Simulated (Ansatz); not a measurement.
Consider GaN in the zinc blende structure (space group F-43m, No. 216; a = 4.498 Å).

The other end (x = 1) is AlN in the zinc blende structure (space group F-43m, No. 216): 10.43 Å³/atom, gap 3.94 eV; this end may not be an ambient phase.

All numbers come from r2SCAN in Ansatz (plane waves to 500 eV, PAW, no spin-orbit coupling).

Al replaces a fraction x of Ga; each row is one arrangement (x, atoms in the cell, starting space group or random), fully relaxed.

One change was made to it. Results:

The volume per atom falls by 0.24 Å³ to 11.13 Å³; the mean first-shell distances comes out as Ga–N 1.948 Å (end compound 1.948 Å), Al–N 1.892 Å (end compound 1.892 Å).

Q: Which change produced these results?
(A) x(Al) = 0.75, 8 atoms, I-42m
(B) x(Al) = 0.5, 8 atoms, Pmn2_1
(C) x(Al) = 0.25, 8 atoms, P-43m
(D) x(Al) = 0.5, 8 atoms, R3m

A: C, x(Al) = 0.25, 8 atoms, P-43m. For comparison, the mean first-shell distances in the other runs: x(Al) = 0.75, 8 atoms, I-42m gives Ga–N 1.953 Å (end compound 1.948 Å), Al–N 1.891 Å (end compound 1.892 Å); x(Al) = 0.5, 8 atoms, R3m gives Ga–N 1.937 Å (end compound 1.948 Å), Al–N 1.904 Å (end compound 1.892 Å); x(Al) = 0.5, 8 atoms, Pmn2_1 gives Ga–N 1.947 Å (end compound 1.948 Å), Al–N 1.893 Å (end compound 1.892 Å).

Each cell is one ordered arrangement of few atoms, which overstates ordering effects compared with a random alloy. No phonon test of stability was made. This is not the structure that GaN has at room temperature and ambient pressure. This is not the structure that AlN has at room temperature and ambient pressure.

Ansatz is a quantum-chemistry and plane-wave program.
